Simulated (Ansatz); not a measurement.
# N on the 1x1 (110) surface of bcc Mo, one in a 2x2 cell, started at the site 'bridge Mo-Mo (span 3.2 Å)'

Calculation: r2SCAN, at the PBE geometry (plane waves to 500 eV, PAW; Ansatz, a first-principles code).

Set-up: 17 atoms, 6.5 Å thick at the start under the adsorbate (thin: gaps and levels are the slab's own); mesh 6x6x1; 0.1 eV smearing; dipole correction on; single point; on the structure that PBE left under its start's symmetry; no spin, no spin-orbit, no U, no dispersion correction. At the end it is bonded to 4 Mo. In PBE it is, or lies within 0.03 eV of, the lowest of the starts that converged; the order may differ at this level.

| Property | Value |
|---|---|
| adsorption energy against ½ N2(g) at the same level | -46.8 kcal/mol |
| work function of the top face | 4.97 eV |
| change of the work function | 0.34 eV |
| change of the step from the bottom to the top vacuum level, against the clean slab | 0.42 eV |
| height of the binding atom over the mean of the host atoms within 0.3 Å of the top one | 1.088 Å |
| nearest host atoms of the binding atom | Mo at 1.94 Å, Mo at 1.94 Å, Mo at 2.50 Å |
| cost | roughly 2.8 core-minutes |

A negative adsorption energy means that the adsorbate is more stable on the surface than in its reference.
